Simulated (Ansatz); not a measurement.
Sn_Si+V_C in 4H silicon carbide (start: the Si(k) site; C(h) 1.89 Å away; 96-site cell, 2×2×2 shifted sampling). Computed with PBE, PAW (plane waves to 420 eV; Ansatz, a quantum-chemistry and plane-wave program). Total energies of the localised charge states, counted from that of charge +2, and their image corrections (point charge with alignment); the host's valence-band maximum lies at 9.362 eV on the cells' energy zero and its gap is 2.23 eV.

```csv
charge,moment (μB),E − E(first) (eV),correction (eV)
+2,not spin-polarised,0.000,0.829
+1,1.0,10.844,0.258
0,not spin-polarised,21.788,0.008
−1,1.0,32.906,0.073
```

**Question.** Derive the transition levels above the valence-band maximum and say which of them are thermodynamic.

**Answer.** A level is the Fermi energy at which two charges have equal formation energy: ε(q/q′) = [E(q′) + corr(q′) − E(q) − corr(q)] / (q − q′) − E_VBM.
ε(+2/+1) = [(10.844 + 0.258) − (0.000 + 0.829)] / 1 − 9.362 = 0.91 eV
ε(+1/0) = [(21.788 + 0.008) − (10.844 + 0.258)] / 1 − 9.362 = 1.33 eV
ε(0/−1) = [(32.906 + 0.073) − (21.788 + 0.008)] / 1 − 9.362 = 1.82 eV
Thermodynamic levels at least 0.1 eV inside the gap: (+2/+1) at 0.91 eV; (+1/0) at 1.33 eV; (0/−1) at 1.82 eV. They hold to tenths of an eV in this cell. Charges with a result: +2, +1, 0, −1. Others weren't obtained, and one of them could lie lower, also by skipping a charge. The geometries come from one start. Flagged in the runs: a host whose relaxation on this sampling wasn't shown to rest.
